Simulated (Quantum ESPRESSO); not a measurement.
Input and output of a self-consistent single point for TiAl (P1, 2 atoms in the cell) (Quantum ESPRESSO).

Computed with LDA (PZ), GBRV 1.5 ultrasoft (LDA) pseudopotentials (plane waves; Quantum ESPRESSO).

```
TiAl
1.0
    2.81075     0.00000     0.00000
    0.00000     2.81075     0.00000
    0.00000     0.00000     4.06642
Ti Al
1 1
Cartesian
  1.45286   1.44449   2.06969
 -0.04748  -0.03912  -0.03648
```

Reference input (self-consistent single point, DFT, LDA (PZ), plane waves, GBRV 1.5 ultrasoft (LDA) pseudopotentials): ecutwfc = 50 Ry; ecutrho = 400 Ry; occupations = smearing; smearing = cold; degauss = 0.0073499 Ry; potentials = {Ti: ti_lda_v1.4.uspp.F.UPF, Al: al_lda_v1.uspp.F.UPF}; K_POINTS = automatic 12 12 8 0 0 0; conv_thr = 1e-10 Ry; mixing_beta = 0.7. This run's input differs from it in these lines:

```diff
@@ -17,3 +17,3 @@
     smearing = 'cold',
-    degauss = 0.0073499,
+    degauss = 0.02205,
 /
@@ -30,3 +30,3 @@
 K_POINTS automatic
-12 12 8  0 0 0
+11 11 8  0 0 0
 CELL_PARAMETERS angstrom
```

Log, with long lists cut:

```
     Self-consistent Calculation

     iteration #  1     ecut=    50.00 Ry     beta= 0.70

---- Real-time Memory Report at c_bands before calling an iterative solver
           174 MiB given to the printing process from OS
           141 MiB allocation reported by mallinfo(arena+hblkhd)
------------------

     negative rho (up, down):  1.126E-03 0.000E+00

     total energy              =    -125.69807406 Ry
     estimated scf accuracy    <       0.48398365 Ry

     iteration #  2     ecut=    50.00 Ry     beta= 0.70

---- Real-time Memory Report at c_bands before calling an iterative solver
   [... lines left out ...]
           282 MiB given to the printing process from OS
           172 MiB allocation reported by mallinfo(arena+hblkhd)
------------------

     negative rho (up, down):  3.572E-05 0.000E+00

     total energy              =    -125.94129186 Ry
     estimated scf accuracy    <          1.7E-10 Ry

     iteration # 11     ecut=    50.00 Ry     beta= 0.70

---- Real-time Memory Report at c_bands before calling an iterative solver
           282 MiB given to the printing process from OS
           172 MiB allocation reported by mallinfo(arena+hblkhd)
------------------

     negative rho (up, down):  3.572E-05 0.000E+00
     End of self-consistent calculation

     the Fermi energy is    10.8181 ev

!    total energy              =    -125.94129186 Ry
     estimated scf accuracy    <          5.6E-12 Ry
     smearing contrib. (-TS)   =       0.00036649 Ry
     internal energy E=F+TS    =    -125.94165835 Ry

     convergence has been achieved in  11 iterations

     negative rho (up, down):  3.572E-05 0.000E+00

     Forces acting on atoms (cartesian axes, Ry/au):

     atom    1 type  1   force =    -0.01554629   -0.01287265   -0.01567032
     atom    2 type  2   force =     0.01554629    0.01287265    0.01567032

     Total force =     0.036137     Total SCF correction =     0.000004

     negative rho (up, down):  3.572E-05 0.000E+00
          total   stress  (Ry/bohr**3)                   (kbar)     P=      -51.59
  -0.00037227   0.00001520   0.00003824          -54.76        2.24        5.63
   0.00001520  -0.00036959   0.00003168            2.24      -54.37        4.66
   0.00003824   0.00003168  -0.00031031            5.63        4.66      -45.65

   JOB DONE.
```

The run converged in 11 iterations. Against the reference run the free energy hardly moves (within 1 meV/atom), the pressure stays near -5.16 GPa while the zz stress (positive for compression) goes from -4.87 to -4.56 GPa and the largest force hardly changes (0.660 to 0.657 eV/Å).

The starting cell comes from a database of computed structures (which also holds hypothetical and non-ambient phases and stackings), without a prior relaxation at this level. Its atoms were displaced at random from the sites of space group no. 123. Spin polarisation is off. With a pressure of about -5 GPa the cell is away from its equilibrium volume at this level.

Cost on one core of a shared machine: roughly 90 s.
